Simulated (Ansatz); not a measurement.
# Converging zone-centre phonons against the mesh: Sb (P6_3/mmc, 2 atoms in the cell)

```
CELL_PARAMETERS angstrom
      3.37130     0.00000     0.00000
     -1.68565     2.91963     0.00000
      0.00000     0.00000     5.49751
ATOMIC_POSITIONS crystal
  Sb 0.33333 0.66667 0.25000
  Sb 0.66667 0.33333 0.75000
```

Level of theory: LDA (PW92), PAW files made with PBE (plane waves; Ansatz, a quantum-chemistry and plane-wave program).

Base settings: basis.ecutwfc = 30.9 Ry; kpoints.mp_grid.grid = 11 11 6; hamiltonian.xc = lda; hamiltonian.pseudopotentials = {kind: paw} (the program's default PAW files); scf.occupations.method = gaussian; scf.occupations.width = 0.0073 Ry.

In this ladder: phonons.method = dfpt.

Frequencies are those of the unrelaxed cell, without the LO-TO term of polar crystals.

Only quantities that move along the ladder and can be compared are tabulated.

Core times come from one kind of shared machine, to one figure; runs under 30 s give none.

The starting cell comes from a database of computed structures (which also holds hypothetical and non-ambient phases and stackings), without a prior relaxation at this level. Its lattice was rescaled by up to half a per cent. In the base run, with a pressure of about -3 GPa the cell is away from its equilibrium volume at this level.

```csv
kpoints.mp_grid.grid,highest zone-centre frequency (cm⁻¹),core time / last (rough)
3 3 2,163.2,–
4 4 2,74.8,–
5 5 3,100.6,–
6 6 3,63.4,–
7 7 4,53.5,–
9 9 5,0.0,–
13 13 7,0.0,0.08
17 17 9,0.0,0.2
21 21 11,36.2,0.3
26 26 14,48.2,1
```

Coarsest kpoints.mp_grid.grid that holds the highest zone-centre frequency within 10 cm⁻¹: not settled: the last two steps still differ by 12 cm⁻¹, over half the tolerance, so the ladder does not show it.

Two neighbours can agree and both be off: 9 9 5 and 13 13 7 differ by 0.0 cm⁻¹ in the highest zone-centre frequency, yet lie about 48 cm⁻¹ from the last step.

Keys are those of Ansatz 0.2.
